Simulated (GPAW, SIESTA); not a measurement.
A GPAW input for a self-consistent single point of CrMo3 (R3m, 4 atoms in the cell) (DFT PBEsol, plane waves, GPAW PAW datasets PBEsol (made by gpaw-setup)):

```python
from ase import Atoms
from ase.units import GPa
from gpaw import GPAW, PW, FermiDirac

atoms = Atoms(['Cr', 'Mo', 'Mo', 'Mo'],
              cell=[[1.434312, 0.828101, 8.060220],
                    [-1.434312, 0.828101, 8.060220],
                    [0.000000, -1.656201, 8.060220]],
              scaled_positions=[[0.876450, 0.876450, 0.876450],
                                [0.131053, 0.131053, 0.131053],
                                [0.706760, 0.706760, 0.706760],
                                [0.285743, 0.285743, 0.285743]],
              pbc=True)

calc = GPAW(mode=PW(850),
            xc='PBEsol',
            kpts={'size': (8, 8, 8), 'gamma': True},
            occupations=FermiDirac(0.1),
            nbands=-8,
            convergence={'density': 1e-05},
            symmetry={'symmorphic': False, 'tolerance': 0.0005},
            maxiter=150,
            txt='-')

atoms.calc = calc

energy = atoms.get_potential_energy()
print('Energy (eV):', round(energy, 6))
forces = atoms.get_forces()
print('Forces (eV/Ang):')
print(forces.round(5))
stress = atoms.get_stress()
print('Stress (GPa, Voigt):', (stress / GPa).round(4))
```

Problem. Translate this input to SIESTA.

Solution. One input that does it (others would too):

```
# files in the folder: Cr.psml Mo.psml (PseudoDojo PBEsol standard)
SystemName  CrMo3
SystemLabel CrMo3

NumberOfAtoms                4
NumberOfSpecies              2
%block ChemicalSpeciesLabel
  1 24 Cr
  2 42 Mo
%endblock ChemicalSpeciesLabel
LatticeConstant              1.0 Bohr
%block LatticeVectors
     2.710456857    1.564884094   15.231608304
    -2.710456857    1.564884094   15.231608304
     0.000000000   -3.129766297   15.231608304
%endblock LatticeVectors
AtomicCoordinatesFormat      Ang
%block AtomicCoordinatesAndAtomicSpecies
     0.000000000    0.000000876   21.193139457  1
    -0.000000000    0.000000131    3.168948035  2
    -0.000000000    0.000000707   17.089923262  2
     0.000000000    0.000000286    6.909454330  2
%endblock AtomicCoordinatesAndAtomicSpecies

XC.functional                GGA
XC.authors                   PBEsol
PAO.BasisSize                DZP
PAO.EnergyShift              0.01 Ry
MeshCutoff                   400 Ry
%block kgrid.MonkhorstPack
    8   0   0  0.0
    0   8   0  0.0
    0   0   8  0.0
%endblock kgrid.MonkhorstPack
OccupationFunction           FD
ElectronicTemperature        100.0 meV

MaxSCFIterations             150
SCF.Mixer.Method             Broyden
SCF.Mixer.Weight             0.25
SCF.Mixer.History            8
SCF.DM.Tolerance             1.0E-04
Diag.ParallelOverK           true
WriteForces                  true
```

Basis settings and potentials, where a program has them, do not carry over. This input uses DFT, GGA PBEsol, numerical atomic orbitals DZP, PseudoDojo PBEsol standard norm-conserving potentials (rewritten from UPF to PSML).

The starting cell comes from a database of computed structures (which also holds hypothetical and non-ambient phases and stackings), without a prior relaxation at this level. Its lattice was rescaled by a random factor within 2.5 % of one.
